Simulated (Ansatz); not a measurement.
TaN: isotropic strain −2.44 %

Take TaN in the rock salt structure (space group Fm-3m, No. 225; a = 4.4175 Å; relaxed with 0.1 eV smearing) as the base.

Now apply this change: the cell is scaled by 0.9756 in all directions; the atoms relax in the strained cell.

Method: PBE/PAW in Ansatz (a first-principles code), without spin-orbit coupling. k-mesh 22×22×22 (Γ-centred); smearing 0.1 eV (Fermi–Dirac).

| quantity | base | changed | shift |
|---|---|---|---|
| volume per atom | 10.78 Å³ | 10.01 Å³ | -0.77 Å³ |
| space group | Fm-3m (No. 225) | Fm-3m (No. 225) | – |
| shortest interatomic distance | 2.209 Å | 2.155 Å | -0.054 Å |
| energy relative to the base (free energy F) | 0 meV/atom | +65 meV/atom | +65 meV/atom |
| band gap | zero | zero | – |

Final structure:

```
CELL_PARAMETERS angstrom
      0.00000     2.15487     2.15487
      2.15487     0.00000     2.15487
      2.15487     2.15487     0.00000
ATOMIC_POSITIONS crystal
  N  0.00000 0.00000 0.00000
  Ta 0.50000 0.50000 0.50000
```

Stability against distortions was not tested. All final runs are without spin polarisation. This is not the structure that TaN has at room temperature and ambient pressure.
